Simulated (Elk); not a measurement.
Worked example: self-consistent single point of ScGe (Cmcm, 4 atoms in the cell) in Elk.

Computed with PBEsol, spin-orbit coupling in second variation, all-electron FP-LAPW, Elk's shipped species files, APW+lo basis with extra local orbitals (Elk 10.2.4).

```yaml
crystal:
  lattice:
    - [1.95553, -4.92658, 0.00000]
    - [1.95553, 4.92658, 0.00000]
    - [0.00000, 0.00000, 3.68209]
  atoms:
    - { symbol: Sc, position: [0.86301, 0.13699, 0.75000] }
    - { symbol: Sc, position: [0.13699, 0.86301, 0.25000] }
    - { symbol: Ge, position: [0.58951, 0.41049, 0.75000] }
    - { symbol: Ge, position: [0.41049, 0.58951, 0.25000] }
```

Reference input (self-consistent single point, DFT, PBEsol, all-electron FP-LAPW, Elk's shipped species files, APW+lo basis with extra local orbitals): xctype = 22; rgkmax = 7.5; stype = 3; swidth = 0.00367493 Ha; ngridk = 7 7 7; gmaxvr = 14 1/bohr; nxlo = 2; lorbcnd = true; rmtscf = 0.94; lmaxi = 3. This run's input differs from it in these lines:

```diff
@@ -5,2 +5,5 @@
   22
+
+spinorb
+  .true.
 
@@ -23,2 +26,5 @@
   3
+
+nempty
+  10
```

Output (repeated stretches shortened):

```
│ Self-consistent loop started │
│ Loop number : 1 │
 total energy                :     -5725.35906474
 total moment                :  -0.8066629328E-20  0.1584383730E-20 -0.2470242411E-19
│ Loop number : 2 │
 total energy                :     -5725.40223213
 total moment                :  -0.8009499407E-20  0.7473773367E-21 -0.2471060765E-19
RMS change in Kohn-Sham potential (target) :   0.1350834113     (  0.1000000000E-05)
Absolute change in total energy (target)   :   0.4316738274E-01 (  0.1000000000E-03)
│ Loop number : 3 │
 total energy                :     -5725.27419384
   [... lines left out ...]
 total energy                :     -5722.07043161
 total moment                :  -0.6414481972E-20  0.3098047612E-20 -0.2478310037E-19
RMS change in Kohn-Sham potential (target) :   0.8191114285E-06 (  0.1000000000E-05)
Absolute change in total energy (target)   :   0.2400911117E-03 (  0.1000000000E-03)
│ Loop number : 13 │
 total energy                :     -5722.07039717
 total moment                :  -0.6667618583E-20  0.2639034696E-21 -0.2477695210E-19
RMS change in Kohn-Sham potential (target) :   0.3386134692E-06 (  0.1000000000E-05)
Absolute change in total energy (target)   :   0.9446590593E-04 (  0.1000000000E-03)
Convergence targets achieved

│ Loop number : 14 │

Energies :
 Fermi                       :     0.309221273256
 xc effective B-field        :    -0.585898908822E-10
 external B-field            :      0.00000000000
 total energy                :     -5722.07039784
 (external B-field energy excluded from total)

Density of states at Fermi energy :    58.94014509
 (states/Hartree/unit cell)

Estimated indirect band gap :   0.7757449731E-03
 from k-point     25 to k-point     19
Estimated direct band gap   :   0.1566706301E-02
 at k-point     17

Charges :
 core                        :    56.00000000
 valence                     :    50.00000000
 interstitial                :    7.322166515
 muffin-tins (core leakage)
  species :    1 (Sc)
   atom    1                 :    18.98382696     (  0.1559832974E-07)
   [... lines left out ...]
  species :    2 (Ge)
   atom    1                 :    0.000000000     -0.7001383321E-22   0.000000000
   atom    2                 :    0.000000000     -0.7001383321E-22   0.000000000
 total in muffin-tins        :    0.000000000      0.1226037030E-20   0.000000000
 total moment                :  -0.6002984480E-20  0.2629616254E-20 -0.2480593333E-19

│ Self-consistent loop stopped │
```

The run converged in 14 iterations. The count includes the last loop, which Elk runs after its targets are met. 

The starting cell comes from a database of computed structures (which also holds hypothetical and non-ambient phases and stackings), without a prior relaxation at this level. Its lattice was rescaled by a random factor within 2.5 % of one. Values depend on the basis (sphere radii, cutoffs, local orbitals), which need not be converged. The log's line on a gap gives a spacing of levels on this mesh, which the program prints for metals too.

Cost on one core of a shared machine: roughly 5 min.
